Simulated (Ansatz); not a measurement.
# BaTiO3, response to strain

Start from BaTiO3 in the cubic perovskite structure (space group Pm-3m, No. 221; a = 3.994 Å). Axes: x, y, z lie along the cube axes.

Strains are applied to the cell and any free atomic positions relax; under biaxial strain the out-of-plane vector relaxes too.

All numbers come from Kohn–Sham DFT with the r2SCAN functional, run in Ansatz (a program for electronic structure) with PAW and 500 eV plane waves, spin-orbit coupling left out, earlier PAW set.

Candidates:
(a) isotropic strain −3.00 %
(b) isotropic strain −2.92 %
(c) biaxial strain +2.83 %, plane normal [110], relaxed out of plane
(d) uniaxial strain ε_zz = +0.96 %
(e) isotropic strain −0.60 %

Notes on the quantities. energy relative to the base: free energy F.

Problem. Order them by energy relative to the base, lowest first.

Solution. (d) uniaxial strain ε_zz = +0.96 % (+1.1 meV/atom), (e) isotropic strain −0.60 % (+2.4 meV/atom), (c) biaxial strain +2.83 %, plane normal [110], relaxed out of plane (+23 meV/atom), (b) isotropic strain −2.92 % (+61 meV/atom), (a) isotropic strain −3.00 % (+65 meV/atom)

Whether these cells are dynamically stable was not tested. The final runs are not spin-polarised. Many cubic perovskites are stable only at high temperature; tilts and polar distortions were not tested. This is not the structure that BaTiO3 has at room temperature and ambient pressure.
